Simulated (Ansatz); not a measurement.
Take BAs in the zinc blende structure (space group F-43m, No. 216; a = 4.7839 Å) as the base.

Structures relaxed with Ansatz (an electronic-structure program), r2SCAN, PAW, cutoff 500 eV, no SOC.

Base:

Simulated powder pattern, Cu Kα1, λ = 1.54056 Å (kinematic, ideal powder, no thermal factors, no anomalous dispersion; the 8 strongest lines at most, above 2 %, up to 2θ = 90°):

```json
[
 {"2θ (°)": "32.39", "I/Imax (%)": "100", "hkl": "(111)"},
 {"2θ (°)": "37.57", "I/Imax (%)": "40", "hkl": "(200)"},
 {"2θ (°)": "54.18", "I/Imax (%)": "40", "hkl": "(220)"},
 {"2θ (°)": "64.56", "I/Imax (%)": "40", "hkl": "(311)"},
 {"2θ (°)": "67.80", "I/Imax (%)": "9.5", "hkl": "(222)"},
 {"2θ (°)": "80.19", "I/Imax (%)": "6.3", "hkl": "(400)"},
 {"2θ (°)": "89.15", "I/Imax (%)": "17", "hkl": "(331)"}
]
```

After one change:

Simulated powder pattern, Cu Kα1, λ = 1.54056 Å (kinematic, ideal powder, no thermal factors, no anomalous dispersion; the 8 strongest lines at most, above 2 %, up to 2θ = 90°):

```tsv
2θ (°)	I/Imax (%)
29.99	100
34.77	42
49.99	41
59.40	42
62.33	10
73.39	6.4
81.26	17
83.84	13
```

### Question
Which change produced these results?
A) B → Be
B) As → P
C) As → Ga

### Answer
A, B → Be. Its volume per atom is 17.14 Å³ against 13.69 Å³, and its space group is F-43m (No. 216).

Stability against distortions was not tested. As relaxed here, BeAs and GaB are hypothetical phases, not in the database extracts checked. All final runs are without spin polarisation. An odd electron count without spin: BeAs.
